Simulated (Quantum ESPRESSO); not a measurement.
Worked example: self-consistent single point of Ta2SiNi3 (P6_3/mmc, 12 atoms in the cell) in Quantum ESPRESSO.

Method of the run: LDA (PZ), PSlibrary PAW (LDA) pseudopotentials (plane waves; Quantum ESPRESSO).

```xyz
12
Lattice="4.8530 0.0000 0.0000 -2.4265 4.2028 0.0000 0.0000 0.0000 7.6693" Properties=species:S:1:pos:R:3 pbc="T T T"
Ta     2.4265     1.4009     3.3928
Ta     0.0000     2.8019     4.2766
Ta     0.0000     2.8019     7.2274
Ta     2.4265     1.4009     0.4419
Si     0.0000     0.0000     3.8347
Si     0.0000     0.0000     0.0000
Ni     0.0000     1.4161     1.9173
Ni     2.4265     2.7867     5.7520
Ni     3.6266     0.7081     5.7520
Ni    -1.2001     3.4947     1.9173
Ni     1.2001     3.4947     1.9173
Ni     1.2264     0.7081     5.7520
```

Reference input (self-consistent single point, DFT, LDA (PZ), plane waves, PSlibrary PAW (LDA) pseudopotentials): ecutwfc = 50 Ry; ecutrho = 300 Ry; occupations = smearing; smearing = methfessel-paxton; degauss = 0.0073499 Ry; K_POINTS = automatic 4 4 3 0 0 0; conv_thr = 1e-10 Ry; mixing_beta = 0.4. This run's input differs from it in these lines:

```diff
@@ -21,3 +21,3 @@
 &electrons
-    conv_thr = 1e-10
+    conv_thr = 7.3e-04
     mixing_beta = 0.4
```

Output (repeated stretches shortened):

```
     Self-consistent Calculation

     iteration #  1     ecut=    50.00 Ry     beta= 0.40

     total energy              =   -4007.77569726 Ry
     estimated scf accuracy    <       3.75687492 Ry

     iteration #  2     ecut=    50.00 Ry     beta= 0.40

     total energy              =   -4005.67527113 Ry
     estimated scf accuracy    <      55.99065738 Ry

     iteration #  3     ecut=    50.00 Ry     beta= 0.40

     total energy              =   -4009.63006985 Ry
     estimated scf accuracy    <       0.06784990 Ry

   [... 2 blocks of this kind left out ...]

     iteration #  6     ecut=    50.00 Ry     beta= 0.40

     total energy              =   -4009.70901843 Ry
     estimated scf accuracy    <       0.03527836 Ry

     iteration #  7     ecut=    50.00 Ry     beta= 0.40
     End of self-consistent calculation

     the Fermi energy is    16.2704 ev

!    total energy              =   -4009.71160273 Ry
     estimated scf accuracy    <       0.00011127 Ry
     smearing contrib. (-TS)   =      -0.00010122 Ry
     internal energy E=F+TS    =   -4009.71150151 Ry

     convergence has been achieved in   7 iterations

     Forces acting on atoms (cartesian axes, Ry/au):

     atom    1 type  1   force =    -0.00000000   -0.00000000    0.00678077
     atom    2 type  1   force =     0.00000000    0.00000000   -0.00678077
     atom    3 type  1   force =     0.00000000    0.00000000    0.00678077
     atom    4 type  1   force =     0.00000000    0.00000000   -0.00678077
     atom    5 type  2   force =     0.00000000    0.00000000    0.00000000
   [... lines left out ...]
     Total force =     0.025172     Total SCF correction =     0.010972
   [... lines left out ...]
     SCF correction compared to forces is large: reduce conv_thr to get better values

          total   stress  (Ry/bohr**3)                   (kbar)     P=     -121.63
  -0.00080654  -0.00000000   0.00000000         -118.65       -0.00        0.00
  -0.00000000  -0.00080654   0.00000000           -0.00     -118.65        0.00
   0.00000000   0.00000000  -0.00086746            0.00        0.00     -127.61

   JOB DONE.
```

The run converged in 7 iterations. Against the reference run the free energy stays essentially unchanged (within 1 meV/atom), the pressure goes from -14.27 to -12.16 GPa and the largest force goes from 0.210 to 0.223 eV/Å. The full log also holds: “SCF correction compared to forces is large: reduce conv_thr to get better values”.

The starting cell comes from a database of computed structures (which also holds hypothetical and non-ambient phases and stackings), without a prior relaxation at this level. Spin polarisation is off. With a pressure of about -12 GPa the cell is away from its equilibrium volume at this level.

Cost on one core of a shared machine: roughly 2 min.
